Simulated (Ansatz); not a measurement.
## YB6 (space group Pm-3m, No. 221)

```
CELL_PARAMETERS angstrom
      4.07554     0.00000     0.00000
      0.00000     4.07554     0.00000
      0.00000     0.00000     4.07554
ATOMIC_POSITIONS crystal
  Y  0.00000 0.00000 0.00000
  B  0.80120 0.50000 0.50000
  B  0.19880 0.50000 0.50000
  B  0.50000 0.80120 0.50000
  B  0.50000 0.19880 0.50000
  B  0.50000 0.50000 0.80120
  B  0.50000 0.50000 0.19880
```

Calculations: PBEsol (Ansatz, an electronic-structure program; PAW; 420 eV plane waves; spin-orbit coupling left out). Γ-centred 12×12×12 mesh, Fermi–Dirac width 0.05 eV.

```yaml
volume_per_atom: 9.67 Å³
density: 3.77 g/cm³
band_gap: zero
total_energy: -673.413 eV/atom (σ→0; compares only within this code and set-up)
```

Whether these cells are dynamically stable was not tested. All final runs are without spin polarisation. An odd electron count without spin: YB6.
